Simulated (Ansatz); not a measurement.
The starting structures come from a database of crystals and need not be the phases stable at ambient conditions.

 Where the default PAW files enter, the runs use the earlier of Ansatz's two default sets.

**Evanescent states of MgCdTe₂ (P-4m2, not sure to be the ambient phase, 4 atoms a cell, 34.5 Å³ an atom) along the normal of (110)**

Level of theory: PBEsol (plane waves, PAW; Ansatz, a first-principles code).

No gap correction and no spin-orbit coupling; mid-gap values are interpolated between computed energies.

Energies count from the valence-band top; κ is the least over a 6×6 mesh across the current.

```csv
E (eV),κ (1/Å),where
0.04,0.035,Γ
0.12,0.058,Γ
0.20,0.072,Γ
0.28,0.082,Γ
0.36,(withheld),Γ
0.44,(withheld),Γ
0.52,(withheld),Γ
0.60,(withheld),Γ
0.68,(withheld),Γ
0.76,(withheld),Γ
0.84,(withheld),Γ
0.92,(withheld),Γ
1.00,(withheld),Γ
1.08,0.079,Γ
1.16,0.069,Γ
1.24,0.054,Γ
1.32,0.027,Γ
```

**Question.** Fill in the missing entries.

**Answer.** 
- 0.36, κ (1/Å): 0.090
- 0.44, κ (1/Å): 0.095
- 0.52, κ (1/Å): 0.098
- 0.60, κ (1/Å): 0.100
- 0.68, κ (1/Å): 0.100
- 0.76, κ (1/Å): 0.099
- 0.84, κ (1/Å): 0.097
- 0.92, κ (1/Å): 0.093
- 1.00, κ (1/Å): 0.087
